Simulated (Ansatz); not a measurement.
Consider the following.

```yaml
crystal:
  lattice:
    - [4.05970, 0.00000, 0.00000]
    - [-2.02985, 3.51581, 0.00000]
    - [0.00000, 0.00000, 6.51444]
  atoms:
    - { symbol: Mg, position: [0.00000, 0.00000, 0.00000] }
    - { symbol: I, position: [0.33333, 0.66667, 0.25569] }
    - { symbol: I, position: [0.66667, 0.33333, 0.74431] }
```

No spin polarisation.

Calculations: PBEsol-D3(BJ) (Ansatz, a quantum-chemistry and plane-wave program, PAW, spin-orbit coupling left out). Γ-centred 9×9×5 mesh, Fermi–Dirac width 0.05 eV.

Question: Predict the valence-band top at Γ and width of the top valence band.

Answer: The valence-band top at Γ (three highest levels, from the VBM) comes out as 0.00, -0.21, -0.21 eV and the width of the top valence band is 1.80 eV.

Spin-orbit coupling, missing from the scalar runs, can matter with I. The levels and masses belong to the bands next to the band gap. The cells carry an imposed strain or load. No phonon test of stability was made. The cell was made from MgI₂ in the CdI2 type structure (space group P-3m1, No. 164; layered, stacked along the Cartesian z axis) by this change: uniaxial strain ε_zz = −1.00 %.
